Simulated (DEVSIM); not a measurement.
System: TaN/AlN/p-Si capacitor, at 400 K.

Layer 1 from the left is AlN, thickness (nm) 29.0. Layer 2 from the left is Si, thickness (nm) 12000, Na (cm⁻³) 2.3e15.

Metal gate on the left, work function 4.4 eV. Fixed charge at the semiconductor interface -1.2e11 cm⁻² (in units of +e); no interface traps.

Constants are typed, rounded textbook-type inputs, not results; the design itself was drawn at random and stands for no fabricated device. Values at 300 K; Nc and Nv go as T^1.5, mobilities as T to minus their exponent, the gap by Varshni's rule with the affinity fixed.

AlN: gap (eV) 6.1, affinity (eV) 1.9, permittivity 8.5. Si: gap (eV) 1.124, affinity (eV) 4.05, permittivity 11.7, Nc (cm⁻³) 2.86e19, Nv (cm⁻³) 3.1e19, Varshni α (eV/K) 0.000473, Varshni β (K) 636.

### Question
Estimate by hand the flat-band voltage, the threshold voltage, and compare with a numerical solution.

### Answer

- Flat-band voltage: C = 0.260 μF/cm², work-function difference -0.404 V; VFB = φms − qNf/C = -0.33 V; numerical -0.33 V.
- Threshold voltage: φF = 0.207 V, depletion charge √(4εqNφF) = 1.78e-8 C/cm²; VT = VFB + 2φF + Qd/C = 0.15 V; numerical 0.15 V.

Simulated with DEVSIM: 1D Poisson equation in equilibrium, Boltzmann statistics, complete ionisation; no quantum confinement or tunnelling. Metal contacts follow the ideal Schottky-Mott rule: no Fermi-level pinning, no interface dipoles.
